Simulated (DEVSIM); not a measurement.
Structure: Ti/SiO2/p-Si capacitor, at 300 K.

```csv
layer (left to right),material,thickness (nm),Na (cm⁻³)
1,SiO2,38.0,-
2,Si,6500,7.7e15
```

Metal gate on the left, work function 4.33 eV. Fixed charge at the semiconductor interface 1.2e10 cm⁻² (in units of +e); interface traps 7.8e10 cm⁻² eV⁻¹, uniform in energy, neutral level at 0.3 of the gap above the valence band.

The device is made up for the run: typed textbook-type constants, with dimensions and the other settings drawn at random. Values at 300 K.

```csv
parameter,SiO2,Si
gap (eV),9,1.124
affinity (eV),0.9,4.05
permittivity,3.9,11.7
Nc (cm⁻³),-,2.86e19
Nv (cm⁻³),-,3.1e19
```

DEVSIM, 1D Poisson equation in equilibrium, Boltzmann statistics, complete ionisation; no quantum confinement or tunnelling. Metal contacts follow the ideal Schottky-Mott rule: no Fermi-level pinning, no interface dipoles.

Give the band bending (positive: bands bend down) and minority sheet density.


```
Vg (V)  ψs (V)  minority carriers (cm⁻²)
------  ------  ------------------------
-2.3    -0.145                     < 1e8
-2      -0.134                     < 1e8
-1.7    -0.120                     < 1e8
-1.4    -0.102                     < 1e8
-1.1    -0.076                     < 1e8
-0.8    -0.032                     < 1e8
-0.5     0.057                     < 1e8
-0.2     0.204                     < 1e8
0.1      0.383                     < 1e8
0.4      0.576                     < 1e8
0.7      0.744                    2.9e10
1        0.794                    1.6e11
1.3      0.817                    3.1e11
1.6      0.832                    4.7e11
1.9      0.843                    6.3e11
2.2      0.853                    8.0e11
2.5      0.860                    9.6e11
```
